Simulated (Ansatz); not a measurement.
Take MgO in the rock salt structure (space group Fm-3m, No. 225; a = 4.214 Å) as the base. Axes: x, y, z lie along the cube axes.

Calculations: Kohn–Sham DFT with the PBEsol functional, run in Ansatz (an electronic-structure program) with PAW and 420 eV plane waves, without spin-orbit coupling.

The change: uniaxial strain ε_zz = +1.00 %, all other strain components held at zero; the atoms relax in the strained cell.

Predict the stress tensor and what it implies for the stiffness.

Stress of the strained cell less that of the base (GPa, compression positive):
```
  -0.88    0.00    0.00
   0.00   -0.88    0.00
   0.00    0.00   -2.75
```

Then −Δσ_ii/ε with ε = 0.0100 gives relaxed-ion elastic constants: C33 ≈ 275 GPa, C13 ≈ 88 GPa and C23 ≈ 88 GPa.

Stability against distortions was not tested.
